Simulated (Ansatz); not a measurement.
We consider BP (model structure, P6₂22, No. 180, 6 atoms in the cell), described by LDA (Ansatz, an electronic-structure program, plane waves, PAW).

Numerical settings: plane-wave cutoff 520 eV, 18×18×8 k mesh (along the axes of the cell as run), Fermi–Dirac smearing 0.05 eV, scalar-relativistic PAW data made under PBE.

Cell (relaxed at this level):

```
BP
1.0
    3.24023     0.00000     0.00000
   -1.62011     2.80612     0.00000
    0.00000     0.00000     6.90101
B P
3 3
Direct
  0.50000   0.00000   0.66667
  0.00000   0.50000   0.33333
  0.50000   0.50000   0.00000
  0.50000   0.00000   0.16667
  0.00000   0.50000   0.83333
  0.50000   0.50000   0.50000
```

Q: Estimate the bulk modulus B0 that the calculation returns.

A: 
bulk modulus B0: 188 GPa

The run finds no gap.

Note: the bulk modulus is −V dP/dV from two relaxed cells at ±2 % in volume; the relaxation could raise the start's symmetry but not lower it, so the cell can be a saddle point.

Cost on a shared machine: around 4 core-minutes (rough).

A model structure was made by putting elements into a prototype or built by hand; it is no filed structure, need not be a known phase, and can be a saddle point held by its symmetry.
